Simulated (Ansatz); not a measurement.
**Na2S, pressure series**

The parent structure is Na2S in the anti-fluorite structure (space group Fm-3m, No. 225; a = 6.501 Å).

Cell and atoms are relaxed at each pressure.

Level of theory: PBEsol/PAW in Ansatz (a program for electronic structure), no spin-orbit coupling.

Candidates:
(a) pressure 3 GPa
(b) pressure 0.7 GPa
(c) pressure 10 GPa

For the base:

The band gap is 2.43 eV.

### Question
Order them by band gap, highest first.

### Answer
(c) pressure 10 GPa (3.20 eV), (a) pressure 3 GPa (2.71 eV), (b) pressure 0.7 GPa (2.50 eV)

Load acts through the strain it causes; cell and atoms are relaxed under it. No phonon test of stability was made. No other phases were tried under pressure.
